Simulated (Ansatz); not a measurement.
All values below come from PBE (plane waves to 420 eV, PAW; Ansatz, a first-principles code).

Host crystal: corundum, with a band gap (PBE, scalar-relativistic without spin-orbit coupling).

Electrostatic potential energy of an electron, averaged over planes parallel to the surface, in eV from the highest filled level, for H2O on the 1x1 (0001) surface of corundum (cut with top plane Al), one in a 1x1 cell, started at the site 'top O':

| z (Å) | V (eV) |
|---|---|
| 6.02 | 6.56 |
| 6.30 | 6.56 |
| 6.59 | 6.56 |
| 6.88 | 6.56 |
| 7.16 | 6.56 |
| 7.45 | 6.56 |
| 7.73 | 6.55 |
| 8.02 | 6.55 |
| 8.31 | 6.53 |
| 8.59 | 6.48 |
| 8.88 | 6.35 |
| 9.17 | 6.04 |
| 9.45 | 5.20 |
| 9.74 | 3.27 |
| 10.03 | -1.84 |
| 10.31 | -6.77 |
| 10.60 | -8.95 |
| 10.89 | -7.50 |
| 11.17 | -3.76 |
| 11.46 | -2.50 |
| 11.74 | -1.89 |
| 12.03 | -2.18 |
| 12.32 | -4.77 |
| 12.60 | -6.30 |
| 12.89 | -5.38 |
| 13.18 | -2.42 |
| 13.46 | -1.03 |
| 13.75 | -1.21 |
| 14.04 | -1.10 |
| 14.32 | -2.65 |
| 14.61 | -5.63 |
| 14.90 | -6.54 |
| 15.18 | -4.94 |
| 15.47 | -2.15 |
| 15.76 | -1.67 |
| 16.04 | -1.99 |
| 16.33 | -2.85 |
| 16.61 | -5.97 |
| 16.90 | -8.23 |
| 17.19 | -6.80 |
| 17.47 | -2.63 |
| 17.76 | 1.18 |
| 18.05 | 2.41 |
| 18.33 | 2.62 |
| 18.62 | 1.49 |
| 18.91 | 0.75 |
| 19.19 | 0.16 |
| 19.48 | 1.12 |
| 19.77 | 3.59 |
| 20.05 | 4.50 |
| 20.34 | 4.78 |
| 20.62 | 4.88 |
| 20.91 | 4.92 |
| 21.20 | 4.93 |
| 21.48 | 4.94 |
| 21.77 | 4.94 |
| 22.06 | 4.94 |
| 22.34 | 4.94 |
| 22.63 | 4.94 |
| 22.92 | 4.94 |
| 23.20 | 4.94 |
| 23.49 | 4.94 |
| 23.78 | 4.94 |

Set-up: 23 atoms, 6.7 Å thick at the start under the adsorbate (thin: gaps and levels are the slab's own); mesh 6x6x1; 0.01 eV smearing; dipole correction on; 9 atoms held, the rest relaxed; no symmetry held; no spin, no spin-orbit, no U, no dispersion correction. At the end it is bonded to Al. In PBE it is, or lies within 0.03 eV of, the lowest of the starts that converged.

**Question.** The surface cell has an area of 20.03 Å². What dipole along the normal does the step between the two vacuum levels imply?

**Answer.** the top vacuum level lies 1.61 eV below the bottom one; p = −ε₀ A ΔV (ε₀ = 0.005526 e/(V·Å)) gives 0.18 e·Å a cell.
